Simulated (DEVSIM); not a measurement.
Device: Ru/AlN/n-In0.53Ga0.47As capacitor, at 300 K.

Layer 1 from the left is AlN, thickness (nm) 8.80. Layer 2 from the left is In0.53Ga0.47As, thickness (nm) 2400, Nd (cm⁻³) 5.4e16.

Metal gate on the left, work function 4.7 eV. Fixed charge at the semiconductor interface -1.42e12 cm⁻² (in units of +e); no interface traps.

This is a model device: material constants are rounded textbook-type values typed into the input, and sizes, dopings and lifetimes were drawn at random. Values at 300 K.

AlN: gap (eV) 6.1, affinity (eV) 1.9, permittivity 8.5. In0.53Ga0.47As: gap (eV) 0.74, affinity (eV) 4.51, permittivity 13.9, Nc (cm⁻³) 2.1e17, Nv (cm⁻³) 7.7e18.

Model (solved in DEVSIM): 1D Poisson equation in equilibrium, Boltzmann statistics, complete ionisation; no quantum confinement or tunnelling. Metal contacts follow the ideal Schottky-Mott rule: no Fermi-level pinning, no interface dipoles.

**Question.** What does the simulation give for the flat-band voltage, the minimum of the low-frequency capacitance, the threshold voltage (band bending 2φF)?

**Answer.** flat-band voltage 0.42 V; minimum of the low-frequency capacitance 0.0987 μF/cm²; threshold voltage (band bending 2φF) -0.28 V.
